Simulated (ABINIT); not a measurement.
Short convergence ladders for Cd2SeS (P3m1, 4 atoms in the cell)

```
Cd2SeS
1.0
    4.31054     0.00000     0.00000
   -2.15527     3.73304     0.00000
    0.00000     0.00000     7.02889
Cd Se S
2 1 1
Direct
  0.00000   0.00000   0.49734
  0.33333   0.66667   0.00964
  0.33333   0.66667   0.62575
  0.00000   0.00000   0.12238
```

Base method: PBEsol, PAW (JTH v2.0 PBE PAW, files made for PBE) (plane waves; ABINIT).

Base settings: pseudos = [Cd.GGA_PBE-JTH.xml, Se.GGA_PBE-JTH.xml, S.GGA_PBE-JTH.xml]; ecut = 21 Ha; pawecutdg = 42 Ha; pawxcdev = 0; ixc = -116133; occopt = 3; tsmear = 0.05 eV; ngkpt = 3 3 2; nshiftk = 1; shiftk = 0 0 0.

The count of work is k-points × plane waves × bands × iterations; it is no time. Core times come from one kind of shared machine, to one figure; runs under 30 s give none.

**The plane-wave cutoff**

Moved along: pawecutdg.

The mesh stays at the base's, so the ladder's end is converged at best in this setting alone.

Only quantities that move along the ladder and can be compared are tabulated; the gap is left out on so coarse a mesh.

| ecut | free energy less the last step's (meV/atom) | pressure (GPa) | largest difference of a force vector from the last step's (eV/Å) | count of work / last | core time / last (rough) |
|---|---|---|---|---|---|
| 7.3 Ha | 8420.45 | -204.05 | 0.061 | 0.071 | 0.4 |
| 9.5 Ha | 1123.84 | -42.71 | 0.046 | 0.12 | 0.4 |
| 12 Ha | 75.55 | -6.42 | 0.006 | 0.21 | 0.6 |
| 21 Ha | 12.02 | -2.89 | 0.014 | 0.43 | 0.5 |
| 32 Ha | 0.00 | -2.89 | 0.000 | 1.0 | 1 |

Coarsest ecut that holds the free energy within 5 meV/atom: not settled: the last two steps still differ by 12 meV/atom, over half the tolerance, so the ladder does not show it.

Coarsest ecut that holds the pressure within 0.2 GPa of the last step, with all finer ones: 21 Ha, at 0.43 of the last step's count of work; the step before is off by 3.5 GPa.

Coarsest ecut that holds the forces within 0.02 eV/Å: not settled: the last two steps still differ by 0.014 eV/Å, over half the tolerance, so the ladder does not show it.

At the lowest cutoff the pressure lies 201 GPa under the last step's, the usual sign of Pulay stress in an incomplete plane-wave basis.

**The cutoff for other potential files**

Level: DFT, PBEsol, plane waves, norm-conserving pseudopotentials (PseudoDojo nc-sr-04 PBEsol standard).

In this ladder: pseudos = [Cd.upf, Se.upf, S.upf]; pawecutdg = default; pawxcdev = default; ixc = default; nband = 40; potentials = PseudoDojo nc-sr-04 PBEsol standard.

The second cell is the first with its lattice scaled by 0.98.

The mesh stays at the base's, so the ladder's end is converged at best in this setting alone.

Only quantities that move along the ladder and can be compared are tabulated; the gap is left out on so coarse a mesh.

```csv
ecut,free energy less the last step's (meV/atom),energy of the compressed cell less the first (meV/atom),pressure (GPa),largest difference of a force vector from the last step's (eV/Å),count of work / last,core time / last (rough)
23 Ha,12998.08,50.26,-310.17,0.037,0.21,0.2
36 Ha,262.68,-18.10,-14.43,0.004,0.41,0.3
43 Ha,21.30,-16.12,-4.33,0.000,0.57,0.5
61 Ha,0.00,-15.97,-2.92,0.000,1.0,1
```

Coarsest ecut that holds the energy of the compressed cell less the first within 0.5 meV/atom of the last step, with all finer ones: 43 Ha; the step before is off by 2.1 meV/atom.

Coarsest ecut that holds the free energy within 5 meV/atom: not settled: the last two steps still differ by 21 meV/atom, over half the tolerance, so the ladder does not show it.

Coarsest ecut that holds the pressure within 1 GPa: not settled: the last two steps still differ by 1.4 GPa, over half the tolerance, so the ladder does not show it.

At the lowest cutoff the pressure lies 307 GPa under the last step's, the usual sign of Pulay stress in an incomplete plane-wave basis.

**The density cutoff**

The mesh stays at the base's, so the ladder's end is converged at best in this setting alone.

Only quantities that move along the ladder and can be compared are tabulated; the gap is left out on so coarse a mesh.

```tsv
pawecutdg	largest difference of a force vector from the last step's (eV/Å)	core time / last (rough)
21 Ha	0.009	0.7
31.5 Ha	0.011	1
42 Ha	0.012	0.8
52.5 Ha	0.001	1
84 Ha	0.000	1
```

Coarsest pawecutdg that holds the forces within 0.01 eV/Å of the last step, with all finer ones: 52.5 Ha; the step before is off by 0.012 eV/Å.

On the base run: the starting cell comes from a database of computed structures (which also holds hypothetical and non-ambient phases and stackings), without a prior relaxation at this level. Its lattice was rescaled by up to half a per cent. One atom was moved a little off its site on purpose. The potentials were made for another functional than the one used.
